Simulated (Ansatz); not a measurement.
TmPt₂ (Fd-3m, No. 227), treated with LDA (PAW; Ansatz, a quantum-chemistry and plane-wave program).

Run with plane-wave cutoff 520 eV, 14×14×14 k mesh, Fermi–Dirac smearing 0.05 eV, spin-polarised with parallel moments, scalar-relativistic PAW data made under PBE.

Computed at the level's own relaxed cell.

Q: Predict the lattice parameter a and bulk modulus B0.

A: 
lattice parameter a: 7.506 Å
bulk modulus B0: 184 GPa

The run finds no gap.

Note: the magnetic order was assumed, not searched for or taken from measurement; the 4f shell is treated without U or exact exchange, so its levels and filling can be wrong; the bulk modulus is −V dP/dV from two relaxed cells at ±2 % in volume.

Spin–orbit coupling is not included.

The result took roughly 24 core-minutes.
